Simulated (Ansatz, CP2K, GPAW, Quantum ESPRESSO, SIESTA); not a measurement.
**Code comparison for Sr₂NbN₂O₂ (I4/mmm, 7 atoms in the cell)**

Self-consistent single point, at a second geometry (lattice scaled by 0.98). First geometry:

```xyz
7
Lattice="-2.0315 2.0315 6.5035 2.0315 -2.0315 6.5035 2.0315 2.0315 -6.5035" Properties=species:S:1:pos:R:3 pbc="T T T"
Sr     0.0000     0.0000     4.5743
Sr     0.0000     0.0000     8.4327
Nb     0.0000     0.0000     0.0000
N      0.0000     2.0315     0.0000
N      2.0315     0.0000     0.0000
O      0.0000     0.0000     2.1120
O      0.0000     0.0000    10.8951
```

Shared settings, as Ansatz (a quantum-chemistry and plane-wave program) writes them: kpoints.mp_grid.grid = 7 7 7; scf.occupations.method = gaussian; scf.occupations.width = 0.2 eV. Potentials and cutoffs stand in the table.

```json
[
 {"code": "Quantum ESPRESSO", "model": "PBEsol, GBRV 1.5 ultrasoft (PBESOL) pseudopotentials", "ΔF from the first geometry (meV/atom)": "-11.8", "pressure (GPa)": "2.12", "largest force (eV/Å)": "0.064", "cutoff": "40 Ry"},
 {"code": "CP2K", "model": "PBEsol, GPW, DZVP-MOLOPT-SR-GTH basis, GTH-PBE potentials (GTH_POTENTIALS)", "ΔF from the first geometry (meV/atom)": "-3.7", "pressure (GPa)": "3.82", "largest force (eV/Å)": "0.131", "cutoff": "grid 500 Ry"},
 {"code": "SIESTA", "model": "GGA PBEsol, numerical atomic orbitals TZP, PseudoDojo PBEsol standard norm-conserving potentials (rewritten from UPF to PSML)", "ΔF from the first geometry (meV/atom)": "16.2", "pressure (GPa)": "6.50", "largest force (eV/Å)": "0.347", "cutoff": "grid 300 Ry"},
 {"code": "Ansatz", "model": "PBEsol, PAW files made with PBE", "ΔF from the first geometry (meV/atom)": "-12.1", "pressure (GPa)": "1.92", "largest force (eV/Å)": "0.068", "cutoff": "default"},
 {"code": "GPAW", "model": "PBEsol, GPAW PAW datasets PBEsol (made by gpaw-setup)", "ΔF from the first geometry (meV/atom)": "-12.8", "pressure (GPa)": "–", "largest force (eV/Å)": "0.174", "cutoff": "900 eV"}
]
```

A dash marks a value that a program does not give, or that is left out as unsure.

On Ansatz's run: spin polarisation is off; with an odd number of electrons in the cell that forces a metal, and a magnetic state may lie lower.

The spread over the programs that give each value: ΔF from the first geometry within 29.0 meV/atom; pressure within 4.58 GPa; largest force within 0.283 eV/Å.

CP2K and SIESTA use small atom-centred bases, whose incompleteness enters pressures, forces and empty levels differently from a plane-wave cutoff. Ansatz's pressure is given at a fixed set of plane waves, as the other plane-wave codes print theirs; with its correction for the finite basis it is 2.16 GPa (the shift of 0.25 GPa shows how far the cutoff is from converged). The pressure of GPAW is left out: its cutoff lies under the one at which its stress was checked. In the pressure, CP2K (by 1.80) and SIESTA (by 4.48) lie more than 1 GPa from the median of the plane-wave programs.

The starting cell comes from a database of computed structures (which also holds hypothetical and non-ambient phases and stackings), without a prior relaxation at this level. For this run, on top of that: lattice scaled by 0.98.

Left out of this page: Elk (not drawn, or without a comparable value).

Keys are those of Ansatz 0.2.
